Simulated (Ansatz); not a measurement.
Ag (Fm-3m): band-structure transport figures

Here is the system:

```yaml
crystal:
  lattice:
    - [0.00000, 2.03979, 2.03979]
    - [2.03979, 0.00000, 2.03979]
    - [2.03979, 2.03979, 0.00000]
  atoms:
    - { symbol: Ag, position: [0.00000, 0.00000, 0.00000] }
```

Calculation: PBEsol, rigid bands (plane waves, PAW, scalar-relativistic; Ansatz, a first-principles code). Condition of this run: hydrostatic pressure -2 GPa (the target of the relaxation). How the cell was made: cell and atoms relaxed with PBEsol, then loaded as said.

| Property | Result |
|---|---|
| density of states at the Fermi level | 0.267 states/(eV·cell), both spins |
| bare Sommerfeld coefficient | 0.63 mJ/(mol of atoms·K²) |
| Drude plasma energy | 9.1 eV |
| root-mean-square Fermi velocity | 1.4e6 m/s |
| resistivity times τ | 5.9 ×10⁻²² Ω·m·s |
| resistivity times mean free path | 8.4 ×10⁻¹⁶ Ω·m² |

A metal at this level (no band gap); rigid bands, thermally averaged at 300 K, both spins. Spin-orbit coupling is left out. τ is one relaxation time for all states; the product of resistivity and mean free path takes one path for all states instead.
